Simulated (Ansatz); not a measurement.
**Amorphous Ti20O41Zn**

It comes from a melt-quench run on a machine-learned potential (CHGNet), relaxed afterwards by DFT. O atoms were pushed apart under 1.9 Å during the dynamics, to hinder bonds among them. The hot cell started wider than the set density and was brought back towards it in steps. It is the lowest in DFT energy of 2 quenches. It is a model cell: composition and starting density were chosen by hand, and all elements were melted together. No dispersion term was used.

Methods: PBE, scalar-relativistic without spin-orbit coupling (Ansatz, an electronic-structure program); r2SCAN, scalar-relativistic without spin-orbit coupling (Ansatz); HSE06, scalar-relativistic without spin-orbit coupling (Ansatz). Geometry, pressure, stress and energy are those of the PBE run. Its sampling: a 2×2×2 Γ-centred mesh; Fermi-Dirac width 0.02 eV; no spin polarisation. Other functionals are single points at the zone centre (r2SCAN at 500 eV; exact exchange cut at the cell's faces), free to take moments where seeds were set. At PBE the levels at the filled edge of the gap are localised (band-tail or defect states).

The number of atoms in the cell is 62, the density (held, not predicted) is 3.66 g/cm³ and the volume per atom is 12.28 Å³. The pressure on a 2×2×2 Γ-centred mesh comes out as 1.63 GPa. The largest force and stress component on that mesh (the relaxation ran on the zone centre alone) is 0.11 eV/Å and 1.8 GPa and the energy relative to anatase TiO2 + wurtzite ZnO (lowest mix at this level among the phases computed, not always the ambient ones) comes out as 0.117 eV/atom. The level gap on a 2×2×2 Γ-centred mesh (PBE) is 2.62 eV, the level gap at the zone centre (PBE) is 2.72 eV and the level gap at the zone centre (r2SCAN) is 3.07 eV. The level gap at the zone centre (HSE06) is 4.29 eV.

Bonds are counted up to Ti-Ti 3.12 Å, Ti-O 2.54 Å, Ti-Zn 2.90 Å, O-O 1.58 Å, O-Zn 2.26 Å, Zn-Zn 2.68 Å. Two cations that share two anions don't count as bonded, nor two that share one unless they lie closer than Ti-Ti 3.04 Å, Ti-Zn 2.82 Å, Zn-Zn 2.61 Å.

```yaml
Mean coordination of Ti by anions: 5.45 (11 with 5, 9 with 6)
Mean coordination of O: 2.76 (13 with 2, 25 with 3, 3 with 4)
Mean coordination of Zn by anions: 4.00 (1 with 4)
Mean Ti-O bond: 1.962 Å (spread 0.141 Å, 109 counted)
Mean O-Zn bond: 1.972 Å (spread 0.091 Å, 4 counted)
```

Its density started from a set value of 3.66 g/cm³. Cooling (nominally 300 K/ps over its main leg) ran many orders faster than in experiment, which tends to leave more defects and strain. A cell of this size samples the disorder only roughly. The volume was held where the preparation left it and the shape relaxed, at a PBE pressure of 1.6 GPa. Stress components on the final sampling reach 1.8 GPa.
